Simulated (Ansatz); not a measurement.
Consider the formation energy of N_i in Nb (bcc, Im-3m). Reaction: 64 Nb (bcc) + 1/2 N2 (gas) → cell A.

Cell A: a supercell of 64 sites of Nb (bcc, Im-3m) with N off the lattice sites (6 Nb at 2.03–2.24 Å); spin state with PBE: run without spin, k-point mesh 4×4×4.
```xyz
65
Lattice="11.4714 0.0000 0.0000 -3.8238 10.8154 0.0000 -3.8238 -5.4077 9.3664" Properties=species:S:1:pos:R:3 pbc="T T T"
Nb    -0.0015    -0.0023    -0.0039
Nb    -0.9560    -1.3646     2.3489
Nb    -1.9202    -2.6980     4.6934
Nb    -2.8866    -4.0714     7.0185
Nb    -0.9560     2.7166    -0.0073
Nb    -1.9104     1.3542     2.3455
Nb    -2.8491     0.0156     4.6895
Nb    -3.8155    -1.3578     7.0146
Nb    -1.9202     5.4136     0.0102
Nb    -2.8491     4.0534     2.3583
Nb    -3.8190     2.7038     4.6831
Nb    -4.7798     1.3392     7.0321
Nb    -2.8866     8.1139    -0.0167
Nb    -3.8155     6.7537     2.3314
Nb    -4.7798     5.4204     4.6759
Nb    -5.7405     4.0558     7.0249
Nb     2.8486    -0.0068    -0.0118
Nb     1.9092    -1.3807     2.3272
Nb     0.9440    -2.7081     4.6759
Nb    -0.0262    -4.0372     7.0215
Nb     1.9092     2.7057    -0.0321
Nb     0.9470     1.3092     2.2676
Nb     0.0088    -0.0145     4.6676
Nb    -0.9475    -1.3290     7.0185
Nb     0.9440     5.4035    -0.0073
Nb     0.0088     4.0496     2.3212
Nb    -0.8710     2.7339     4.7352
Nb    -1.9285     1.3554     7.0404
Nb    -0.0262     8.0994     0.0144
Nb    -0.9475     6.7427     2.3583
Nb    -1.9285     5.4194     4.6940
Nb    -2.9514     4.0658     7.0422
Nb     5.6923     0.0307     0.0532
Nb     4.7798    -1.3724     2.3534
Nb     3.8255    -2.7083     4.6831
Nb     2.8306    -3.9803     7.0422
Nb     4.7798     2.7243    -0.0118
Nb     3.8673     1.3212     2.2884
Nb     2.9052    -0.0754     4.6658
Nb     1.9103    -1.3474     7.0249
Nb     3.8255     5.4098    -0.0039
Nb     2.9052     4.0784     2.2676
Nb     2.1267     2.5520     4.4202
Nb     0.9560     1.4421     6.9728
Nb     2.8306     8.0889     0.0740
Nb     1.9103     6.7575     2.3455
Nb     0.9560     5.3176     4.7352
Nb    -0.2147     4.2076     7.2878
Nb     8.6125     0.0427     0.0740
Nb     7.6503    -1.3538     2.3737
Nb     6.6832    -2.7268     4.6895
Nb     5.7269    -4.0413     7.0404
Nb     7.6503     2.7326     0.0144
Nb     6.7110     1.3587     2.3534
Nb     5.7619    -0.0185     4.6865
Nb     4.7918    -1.3477     7.0321
Nb     6.6832     5.4246    -0.0167
Nb     5.7619     4.0679     2.3272
Nb     4.8633     2.6938     4.6658
Nb     3.8404     1.3402     7.0140
Nb     5.7269     8.1178     0.0204
Nb     4.7918     6.7639     2.3489
Nb     3.8404     5.4042     4.6676
Nb     2.7829     4.0257     6.9728
N      0.9560     3.3798     5.8540
```

Reference: Nb (bcc, Im-3m), 64 atoms in the cell, the relaxed perfect crystal repeated, atoms not moved again; spin state with PBE: run without spin, k-point mesh 4×4×4 on the run's own vectors.

Reference: an isolated N2 molecule (singlet) in a box of 11 × 11 × 13 Å.

Plane-wave PAW calculations with Ansatz (an electronic-structure program), its default PAW set, cutoff 420 eV, 500 eV for r2SCAN. The structures are at rest with PBE, within the held lattices; other levels are single points on them. Neutral cells; Fermi-Dirac smearing of at most 0.10 eV in the solids, energies taken to zero width. The lattices are those relaxed with PBE, so at other levels the solids can be strained, which adds to the spread. Larger cells are relaxed from a start prepared with the learned potential CHGNet, on a coarser mesh till forces fall under 0.03 eV/Å, which some starts already meet. A dispersion term (D3(BJ), or D4 for r2SCAN) was computed beside these levels and is taken off wherever the name lacks it. The PAW files were made for PBE and serve at the other functionals too. Space groups of crystals are read within 0.01 Å. Static lattices, no vibrational contributions. No structure search was made; lower ones may exist. No Hubbard U is applied. Values are for these cell sizes. Mesh and cell size may move defect energies by 0.1 eV or more. Cell A has symmetry I4/mmm within 0.02 Å and got no random move, so less symmetric positions, which may lie lower, weren't tried.

What is the computed value (r2SCAN)?

-2.86 eV, for 64 Nb (bcc) + 1/2 N2 (gas) → cell A.

List the value at the remaining levels and say how far they part.


```csv
Method,value (eV),less r2SCAN
PBE,-2.34,0.52
```

The levels shown span 0.52 eV, from r2SCAN (-2.86) to PBE (-2.34).
